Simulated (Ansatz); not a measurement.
ZnO under a change: pressure 2.1 GPa

Take ZnO in the wurtzite structure (space group P6_3mc, No. 186; a = 3.1869 Å, c = 5.1526 Å) as the base.

Perturbation: a hydrostatic pressure of 2.1 GPa.

All numbers come from DFT with LDA, PAW potentials and a 420 eV plane-wave cutoff in Ansatz (an electronic-structure program), no SOC. Γ-centred 12×12×7 mesh, Fermi–Dirac width 0.05 eV.

The volume per atom falls by 0.14 Å³, from 11.33 Å³ to 11.19 Å³ and the density increases by 0.076 g/cm³ (5.97 g/cm³ → 6.04 g/cm³). The lattice parameter a drops by 0.013 Å to 3.174 Å and the c/a ratio remains 1.617. The shortest interatomic distance falls by 0.008 Å, from 1.944 Å to 1.936 Å and the band gap increases by 0.02 eV (0.80 eV → 0.82 eV) (an upper bound: an edge found on the path is not a true extremum; the changed cell).

Cost of the whole job for the changed cell (relaxation, final SCF and bands): very roughly 29 core-seconds.

Load acts through the strain it causes; cell and atoms are relaxed under it. No phonon test of stability was made. Tetrahedral semiconductors of this kind turn to denser phases somewhere between about 1 and 50 GPa; those were not computed, so compressed cells here can lie past the real transition.
